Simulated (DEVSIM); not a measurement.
System: Schottky contact on n-type Si, at 350 K.

Layer 1 from the left is Si, thickness (μm) 0.360, Nd (cm⁻³) 1.1e16, τn (s) 7.4e-5, τp (s) 7.4e-5.

Left contact: Schottky, work function 4.81 eV, emission velocity 6.2e6 cm/s. Right contact: ohmic. Voltage is applied to the left contact. Recombination: SRH at mid-gap, radiative, Auger. Gap narrowing is on: ΔEg = 6.92 meV × (l + √(l² + 0.5)), l = ln(N/1.3e17 cm⁻³), shared equally by both band edges. Mobility is μmin + (μ − μmin)/(1 + (N/Nref)^α).

Constants are typed, rounded textbook-type inputs, not results; the design itself was drawn at random and stands for no fabricated device. Values at 300 K; Nc and Nv go as T^1.5, mobilities as T to minus their exponent, the gap by Varshni's rule with the affinity fixed.

Si: gap (eV) 1.124, affinity (eV) 4.05, permittivity 11.7, Nc (cm⁻³) 2.86e19, Nv (cm⁻³) 3.1e19, μn (cm²/Vs) 1417, μp (cm²/Vs) 470, μn,min 52, μp,min 45, Nref,n 9.7e16, Nref,p 2.2e17, αn 0.68, αp 0.72, T exponent of μn 2.3, T exponent of μp 2.2, B (cm³/s) 4.7e-15, Cn (cm⁶/s) 2.8e-31, Cp (cm⁶/s) 9.9e-32, Varshni α (eV/K) 0.000473, Varshni β (K) 636.

Model (solved in DEVSIM): 1D drift-diffusion, Boltzmann statistics, complete ionisation; no tunnelling, impact ionisation, image-force lowering or self-heating. Metal contacts follow the ideal Schottky-Mott rule: no Fermi-level pinning, no interface dipoles.

Dark forward current:

| |V| (V) | |J| (A/cm²) |
|---|---|
| 0.05 | 0.001461 |
| 0.10 | 0.009019 |
| 0.15 | 0.04806 |
| 0.20 | 0.2490 |
| 0.25 | 1.276 |
| 0.30 | 6.444 |
| 0.35 | 31.53 |
| 0.40 | 141.2 |
| 0.45 | 510.5 |
| 0.50 | 1331 |
| 0.55 | 2591 |

Question: Work out the local ideality factor n = ΔV / (kT/q · ln(J2/J1)) between the rows 0.15 and 0.20 V, 0.50 and 0.55 V.

Answer: kT/q = 30.16 mV. From 0.15 to 0.20 V: ln(0.2490/0.04806) = 1.645, n = 1.01, near the 1 of diffusion or emission over a barrier. From 0.50 to 0.55 V: ln(2591/1331) = 0.666, n = 2.49; the layers' resistance at their doping, Σ W/(qμN) = 2.5e-5 Ω cm², would take 32 mV of this step of 50 mV.

Question: Estimate the current at 0.25 V for emission alone, J0 = q v N_band exp(−φB/kT), and read the barrier back from the simulated current.

Answer: φB = 0.760 eV, N_band = 3.60e19 cm⁻³, J0 = 0.000408 A/cm²; J = J0 (exp(qV/kT) − 1) = 1.62 A/cm². The simulation gives 1.28 A/cm²; the estimate lies 27 % above. Read backwards, the simulated current gives an apparent barrier of 0.767 eV. The estimate leaves out transport through the depletion region and minority injection.
